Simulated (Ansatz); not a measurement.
**CdS under a change: isotropic strain +2.50 %**

Start from CdS in the zinc blende structure (space group F-43m, No. 216; a = 5.927 Å).

Now apply this change: every lattice vector is stretched by 2.50 %; the atoms relax in the strained cell.

Computed with Ansatz (a program for electronic structure), PBE, PAW, cutoff 420 eV, without spin-orbit coupling. Settings: 10×10×10 k-points, 0.05 eV Fermi–Dirac smearing.

The volume per atom rises by 2.00 Å³ (26.02 Å³ → 28.02 Å³) and the shortest interatomic distance rises by 0.064 Å (2.566 Å → 2.630 Å). The energy increases by 22 meV/atom and the pressure goes from zero to -3.34 GPa. The band gap shrinks by 0.17 eV (1.04 eV → 0.87 eV) and the gap character stays direct at Γ. The mean gap deformation potential ΔEg/Δln V amounts to -2.3 eV and the width of the top valence band falls by 0.25 eV (2.02 eV → 1.77 eV). The electron mass becomes 0.11 mₑ (at Γ) (base: 0.12 mₑ (at Γ)) and the hole mass (degenerate bands, along [100]) becomes 0.11, 0.92, 0.92 mₑ (at Γ) (base: 0.13, 0.82, 0.82 mₑ (at Γ)).

Final structure:

```yaml
crystal:
  lattice:
    - [0.00000, 3.03741, 3.03741]
    - [3.03741, 0.00000, 3.03741]
    - [3.03741, 3.03741, 0.00000]
  atoms:
    - { symbol: Cd, position: [0.00000, 0.00000, 0.00000] }
    - { symbol: S, position: [0.25000, 0.25000, 0.25000] }
```

Effective masses come from finite differences of ±0.01 Å⁻¹. Gaps are read on the SCF mesh and a high-symmetry path. No phonon test of stability was made.
